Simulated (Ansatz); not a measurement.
## ZnO: pressure series

Base system: ZnO in the wurtzite structure (space group P6_3mc, No. 186; a = 3.279 Å, c = 5.294 Å).

Cell and atoms are relaxed at each pressure.

All numbers come from PBE, PAW, 420 eV (Ansatz, a first-principles code; no SOC).

Notes on the quantities. enthalpy: H = E + PV relative to the base's energy.

```json
[
 {"change": "base", "width of the top valence band": "1.71 eV", "volume per atom": "12.33 Å³", "band gap": "0.74 eV", "enthalpy": "–"},
 {"change": "pressure −2 GPa", "width of the top valence band": "(withheld)", "volume per atom": "12.53 Å³", "band gap": "0.72 eV", "enthalpy": "-0.16 eV/atom"},
 {"change": "pressure −1 GPa", "width of the top valence band": "1.69 eV", "volume per atom": "12.42 Å³", "band gap": "0.73 eV", "enthalpy": "-0.08 eV/atom"},
 {"change": "pressure 0.9 GPa", "width of the top valence band": "1.72 eV", "volume per atom": "12.24 Å³", "band gap": "0.75 eV", "enthalpy": "+0.07 eV/atom"},
 {"change": "pressure 2.1 GPa", "width of the top valence band": "1.74 eV", "volume per atom": "(withheld)", "band gap": "0.77 eV", "enthalpy": "+0.16 eV/atom"},
 {"change": "pressure 4.5 GPa", "width of the top valence band": "1.78 eV", "volume per atom": "11.93 Å³", "band gap": "(withheld)", "enthalpy": "+0.34 eV/atom"},
 {"change": "pressure 9 GPa", "width of the top valence band": "1.85 eV", "volume per atom": "11.60 Å³", "band gap": "(withheld)", "enthalpy": "+0.67 eV/atom"},
 {"change": "pressure 22.5 GPa", "width of the top valence band": "2.01 eV", "volume per atom": "10.82 Å³", "band gap": "0.93 eV", "enthalpy": "+1.61 eV/atom"}
]
```

Complete the table.


- pressure −2 GPa, width of the top valence band: 1.67 eV
- pressure 2.1 GPa, volume per atom: 12.13 Å³
- pressure 4.5 GPa, band gap: 0.79 eV
- pressure 9 GPa, band gap: 0.83 eV

Load acts through the strain it causes; cell and atoms are relaxed under it. No phonon test of stability was made. Measured, ZnO leaves this structure (for rock salt) near 9.1 GPa (temperature not stated; as listed in Datta, Sujoy, Jana, Debnarayan, arXiv (2020)), on rising pressure, with hysteresis.
